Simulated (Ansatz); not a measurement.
# Wire resistance of Ta3Ru (Fm-3m) and of Cu

Ta3Ru (Fm-3m) has a bulk resistivity ρ₀ of 8.70 μΩ·cm and a mean free path ℓ of 12.9 nm. Cu (Fm-3m): ρ₀ = 1.66 μΩ·cm, ℓ = 40.5 nm. Both at 300 K by PBEsol, DFPT electron-phonon coupling, linearised Boltzmann equation (plane waves, PAW, scalar-relativistic; Ansatz, a first-principles code); third figures are kept for the arithmetic, and halving the electron mesh moves ρ₀ by up to 3 and 1 % at 300 K, and ℓ by up to 3 and 1 % (the most at any temperature). Cell of Ta3Ru (Fm-3m): a = 4.521 Å, b = 4.521 Å, c = 4.521 Å, α = 60.00°, β = 60.00°, γ = 60.00°.

Square wire of width d: ρ = ρ₀ {1 + (3/4)(1 − p) ℓ/d + (3/2) [R/(1 − R)] ℓ/D}, with p = 0, R = 0.15, D = d.

Task: What are ρ₀ℓ and ρ(d)?

Result: With D = d the size term is Kρ₀ℓ/d, K = 0.75 × 1.0 + 1.5 × 0.15/0.85 = 1.01. Ta3Ru (Fm-3m): ρ₀ℓ = 11.2×10⁻¹⁶ Ω·m², ρ = 8.70 + 113/d. Cu: 6.72×10⁻¹⁶ Ω·m², ρ = 1.66 + 67.9/d (μΩ·cm, d in nm).

Task: By these numbers, below which width does Ta3Ru (Fm-3m) have the lower resistivity?

Result: Nowhere: neither ρ₀ nor ρ₀ℓ of Ta3Ru (Fm-3m) lies under that of Cu.

Task: Give copper a liner of 2.5 nm on each side that carries no current, and suppose that Ta3Ru (Fm-3m) needs no liner. Tabulate ρL/d² for L = 1 μm against the trench width w. Take w = 10, 14, 20, 30 nm.

Result: 
| w (nm) | ρ, Ta3Ru (Fm-3m) (μΩ·cm) | Ω/μm, Ta3Ru (Fm-3m) | core d (nm) | ρ, Cu (μΩ·cm) | Ω/μm, Cu |
|---|---|---|---|---|---|
| 10 | 20 | 2000 | 5 | 15.2 | 6100 |
| 14 | 16.8 | 860 | 9 | 9.2 | 1140 |
| 20 | 14.4 | 360 | 15 | 6.2 | 270 |
| 30 | 12.5 | 139 | 25 | 4.4 | 70 |

The line of Ta3Ru (Fm-3m) has the lower resistance at w = 10, 14 nm. The line of Cu has the lower resistance at w = 20, 30 nm. For Cu, d lies under 0.3 ℓ at w = 10, 14 nm, where the formula is only a guide.

The formula is the first-order form of the Fuchs-Sondheimer and Mayadas-Shatzkes models for a square wire of an isotropic metal and fails where d lies far under ℓ. p, R and D are assumed, not computed. ℓ is weighted by the current that each state carries; one path shared by all states gives a smaller ρ₀ℓ, by an amount that differs from metal to metal. Impurities, surface states and whether the polymorph can be grown are outside these numbers.

Computed structure with no diffraction record at hand here (it may be known, metastable or hypothetical): Ta3Ru (Fm-3m). The missing spin-orbit coupling matters most for Ta3Ru (Fm-3m).
